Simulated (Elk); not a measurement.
Worked example: self-consistent single point of Ge (Fd-3m, 2 atoms in the cell) in Elk.

Level of theory: Elk with PBE, spin-orbit coupling in second variation, all-electron FP-LAPW, Elk's shipped species files, LAPW+lo basis.

```xyz
2
Lattice="0.0000 2.8374 2.8374 2.8374 0.0000 2.8374 2.8374 2.8374 0.0000" Properties=species:S:1:pos:R:3 pbc="T T T"
Ge     2.8374     2.8374     2.8374
Ge     4.2561     4.2561     4.2561
```

Reference input (self-consistent single point, DFT, LDA (PW92), all-electron FP-LAPW, Elk's shipped species files, LAPW+lo basis): rgkmax = 7.5; stype = 1; swidth = 0.00499791 Ha; ngridk = 8 8 8; gmaxvr = 14 1/bohr; nxoapwlo = 1; rmtscf = 0.91; maxscl = 100. This run's input differs from it in these lines:

```diff
@@ -2,2 +2,8 @@
   0
+
+xctype
+  20
+
+spinorb
+  .true.
 
@@ -14,2 +20,8 @@
   0.91
+
+lmaxi
+  3
+
+nempty
+  10
```

The program printed (abridged):

```
│ Self-consistent loop started │
│ Loop number : 1 │
 total energy                :     -4202.49060023
 total moment                :   0.1792269764E-19  0.1994425331E-19 -0.3183424084E-22
│ Loop number : 2 │
 total energy                :     -4202.47632014
 total moment                :   0.5504392790E-20  0.6264411428E-20  0.2352457155E-22
RMS change in Kohn-Sham potential (target) :   0.9494094151E-01 (  0.1000000000E-05)
Absolute change in total energy (target)   :   0.1428009080E-01 (  0.1000000000E-03)
│ Loop number : 3 │
 total energy                :     -4201.80166699
   [... lines left out ...]
 total energy                :     -4198.32830804
 total moment                :  -0.9877988949E-20 -0.5845073368E-21 -0.1363657883E-22
RMS change in Kohn-Sham potential (target) :   0.1647566250E-06 (  0.1000000000E-05)
Absolute change in total energy (target)   :   0.4157852272E-03 (  0.1000000000E-03)
│ Loop number : 13 │
 total energy                :     -4198.32833198
 total moment                :   0.1169338183E-20 -0.6870427547E-20 -0.1916577449E-22
RMS change in Kohn-Sham potential (target) :   0.5896117733E-07 (  0.1000000000E-05)
Absolute change in total energy (target)   :   0.7999913851E-04 (  0.1000000000E-03)
Convergence targets achieved

│ Loop number : 14 │

Energies :
 Fermi                       :     0.209218654679
 xc effective B-field        :    -0.876271460532E-11
 external B-field            :      0.00000000000
 total energy                :     -4198.32833406
 (external B-field energy excluded from total)

Density of states at Fermi energy :    2.530392457
 (states/Hartree/unit cell)

Estimated indirect band gap :   0.5326021023E-02
 from k-point      1 to k-point      1
Estimated direct band gap   :   0.5326021023E-02
 at k-point      1

Charges :
 core                        :    36.00000000
 valence                     :    28.00000000
 interstitial                :    3.907148519
 muffin-tins (core leakage)
  species :    1 (Ge)
   atom    1                 :    30.04642574     (  0.1142055679E-02)
   [... lines left out ...]
 muffin-tins
  species :    1 (Ge)
   atom    1                 :  -0.8521719152E-20  0.3006824021E-20  0.1984838837E-23
   atom    2                 :  -0.8521719152E-20  0.3006824021E-20  0.1984838837E-23
 total in muffin-tins        :  -0.1704343830E-19  0.6013648043E-20  0.3969677674E-23
 total moment                :  -0.1704358167E-19  0.6014194569E-20  0.4487042783E-23

│ Self-consistent loop stopped │
```

The run converged in 14 iterations. The count includes the last loop, which Elk runs after its targets are met. 

The starting cell comes from a database of computed structures (which also holds hypothetical and non-ambient phases and stackings), without a prior relaxation at this level. Values depend on the basis (sphere radii, cutoffs, local orbitals), which need not be converged. The log's line on a gap gives a spacing of levels on this mesh, which the program prints for metals too.

Cost on one core of a shared machine: roughly 30 s.
